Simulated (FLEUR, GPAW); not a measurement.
A GPAW input for a self-consistent single point of TiPt3 (Pm-3m, 4 atoms in the cell) (DFT PBEsol, plane waves, GPAW PAW datasets PBEsol (made by gpaw-setup)):

```python
from ase import Atoms
from ase.units import GPa
from gpaw import GPAW, PW

atoms = Atoms(['Ti', 'Pt', 'Pt', 'Pt'],
              cell=[[3.873904, 0.000000, 0.000000],
                    [0.000000, 3.873904, 0.000000],
                    [0.000000, 0.000000, 3.873904]],
              positions=[[0.000000, 0.000000, 0.000000],
                         [1.936952, 1.936952, 0.000000],
                         [0.000000, 1.936952, 1.936952],
                         [1.936952, 0.000000, 1.936952]],
              pbc=True)

calc = GPAW(mode=PW(800),
            xc='PBEsol',
            kpts=(7, 7, 7),
            occupations={'name': 'methfessel-paxton', 'width': 0.272, 'order': 0},
            nbands=-10,
            convergence={'density': 1e-05, 'energy': 1e-05},
            symmetry={'symmorphic': False, 'tolerance': 0.0005},
            maxiter=150,
            txt='-')

atoms.calc = calc

energy = atoms.get_potential_energy()
print('Energy (eV):', round(energy, 6))
forces = atoms.get_forces()
print('Forces (eV/Ang):')
print(forces.round(5))
stress = atoms.get_stress()
print('Stress (GPa, Voigt):', (stress / GPa).round(4))
```

Task: Translate this input to FLEUR.

Result: One input that does it (others would too):

Input of the input generator:

```
TiPt3 crystal
&input film=f /
7.3206175931 0.0000000000 0.0000000000
0.0000000000 7.3206175931 0.0000000000
0.0000000000 0.0000000000 7.3206175931
1.0
1.0 1.0 1.0

4
22 0.0000000000 0.0000000000 0.0000000000
78 0.5000000000 0.5000000000 0.0000000000
78 0.0000000000 0.5000000000 0.5000000000
78 0.5000000000 0.0000000000 0.5000000000

&comp jspins=1 /
&exco xctyp='PBEs' /
&kpt div1=7 div2=7 div3=7 /
&end /
```

```xml
<?xml version="1.0" encoding="UTF-8" standalone="no"?>
<fleurInput fleurInputVersion="0.39">
   <comment>
      TiPt3 crystal                                                                                       
   </comment>
   <calculationSetup>
      <cutoffs Kmax="4.2" Gmax="16.8" GmaxXC="16.8" numbands="0"/>
      <scfLoop itmax="100" minDistance="0.00001" maxIterBroyd="15" imix="Anderson" alpha="0.05" precondParam="0.0" spinf="2.0"/>
      <coreElectrons ctail="T" frcor="F" kcrel="0" coretail_lmax="0"/>
      <xcFunctional name="PBEs" relativisticCorrections="F"/>
      <magnetism jspins="1"/>
      <soc l_soc="F" theta="0.0" phi="0.0" spav="F"/>
      <expertModes spex="0" secvar="F"/>
      <geometryOptimization l_f="T" forcealpha="1.0" forcemix="BFGS" epsdisp="0.00001" epsforce="0.00001"/>
      <ldaU l_linMix="F" mixParam="0.05" spinf="1.0"/>
   </calculationSetup>
   <cell>
      <bzIntegration valenceElectrons="60.0" mode="gauss" fermiSmearingEnergy="0.00999582">
         <kPointListSelection listName="default-1"/>
         <!-- k-points included here -->
         <xi:include xmlns:xi="http://www.w3.org/2001/XInclude" href="kpts.xml"> </xi:include>
      </bzIntegration>
      <!-- symmetry operations included here -->
      <xi:include xmlns:xi="http://www.w3.org/2001/XInclude" href="sym.xml"> </xi:include>
      <bulkLattice scale="1.0">
         <bravaisMatrix>
            <row-1>    7.3206175930999997     0.0000000000000000     0.0000000000000000</row-1>
            <row-2>    0.0000000000000000     7.3206175930999997     0.0000000000000000</row-2>
            <row-3>    0.0000000000000000     0.0000000000000000     7.3206175930999997</row-3>
         </bravaisMatrix>
      </bulkLattice>
   </cell>
   <atomSpecies>
      <species name="Titanium (Ti)" element="Ti" atomicNumber="22">
         <mtSphere radius="2.41" gridPoints="833" logIncrement="0.015"/>
         <atomicCutoffs lmax="10" lnonsphr="8"/>
         <electronConfig flipSpins="F">
            <coreConfig>(1s1/2) (2s1/2) (2p1/2) (2p3/2)</coreConfig>
            <valenceConfig>(3s1/2) (3p1/2) (3p3/2) (4s1/2) (3d3/2) (3d5/2)</valenceConfig>
            <stateOccupation state="(3d3/2)" spinUp="0.4" spinDown="0.4"/>
            <stateOccupation state="(3d5/2)" spinUp="0.6" spinDown="0.6"/>
         </electronConfig>
         <energyParameters s="4" p="4" d="3" f="4"/>
         <lo type="SCLO" l="0" n="3" eDeriv="0"/>
         <lo type="SCLO" l="1" n="3" eDeriv="0"/>
      </species>
      <species name="Platinum (Pt)" element="Pt" atomicNumber="78">
         <mtSphere radius="2.41" gridPoints="833" logIncrement="0.016"/>
         <atomicCutoffs lmax="10" lnonsphr="8"/>
         <electronConfig flipSpins="F">
            <coreConfig>(1s1/2) (2s1/2) (2p1/2) (2p3/2) (3s1/2) (3p1/2) (3p3/2) (4s1/2) (3d3/2) (3d5/2) (4p1/2) (4p3/2) (5s1/2) (4d3/2) (4d5/2) (4f5/2) (4f7/2)</coreConfig>
            <valenceConfig>(5p1/2) (5p3/2) (6s1/2) (5d3/2) (5d5/2)</valenceConfig>
            <stateOccupation state="(6s1/2)" spinUp="0.5" spinDown="0.5"/>
            <stateOccupation state="(5d3/2)" spinUp="1.8" spinDown="1.8"/>
            <stateOccupation state="(5d5/2)" spinUp="2.7" spinDown="2.7"/>
         </electronConfig>
         <energyParameters s="6" p="6" d="5" f="5"/>
         <lo type="SCLO" l="1" n="5" eDeriv="0"/>
      </species>
   </atomSpecies>
   <atomGroups>
      <atomGroup species="Titanium (Ti)">
         <relPos label="                   1">.0000000000 .0000000000 .0000000000</relPos>
         <force calculate="T" relaxXYZ="TTT"/>
      </atomGroup>
      <atomGroup species="Platinum (Pt)">
         <relPos label="                   2">1.000/2.000 1.000/2.000 .0000000000</relPos>
         <relPos label="                   3">.0000000000 1.000/2.000 1.000/2.000</relPos>
         <relPos label="                   4">1.000/2.000 .0000000000 1.000/2.000</relPos>
         <force calculate="T" relaxXYZ="TTT"/>
      </atomGroup>
   </atomGroups>
   <output dos="F" band="F" slice="F">
      <checks vchk="F" cdinf="F"/>
      <bandDOS minEnergy="-.5*Htr" maxEnergy="0.5*Htr" sigma="0.015" storeEVData="T"/>
      <vacuumDOS vacdos="F" integ="F" star="F" nstars="0" locx1="0.0" locy1="0.0" locx2="0.0" locy2="0.0" nstm="0" tworkf="0.0"/>
      <unfoldingBand unfoldBand="F" supercellX="1" supercellY="1" supercellZ="1"/>
      <plotting iplot="0" polar="F">
         <plot TwoD="T" vec1="  1.0  0.0  0.0" vec2="  0.0  1.0  0.0" vec3="  0.0  0.0  1.0" zero="  0.0  0.0  0.0" file="plot"/>
      </plotting>
      <chargeDensitySlicing numkpt="0" minEigenval="0.0" maxEigenval="0.0" nnne="0" pallst="F"/>
      <specialOutput eonly="F"/>
      <magneticCircularDichroism mcd="F" energyLo="-10.0" energyUp="0.0"/>
   </output>
  <!-- We include the file relax.xml here to enable relaxations (see documentation) -->
  <xi:include xmlns:xi="http://www.w3.org/2001/XInclude" href="relax.xml"> <xi:fallback/> </xi:include>
</fleurInput>
```

Basis settings and potentials, where a program has them, do not carry over. This input uses DFT, PBEsol, all-electron FLAPW (FLEUR), scalar-relativistic valence.

The starting cell comes from a database of computed structures (which also holds hypothetical and non-ambient phases and stackings), without a prior relaxation at this level. Its lattice was rescaled by a random factor within 2.5 % of one.
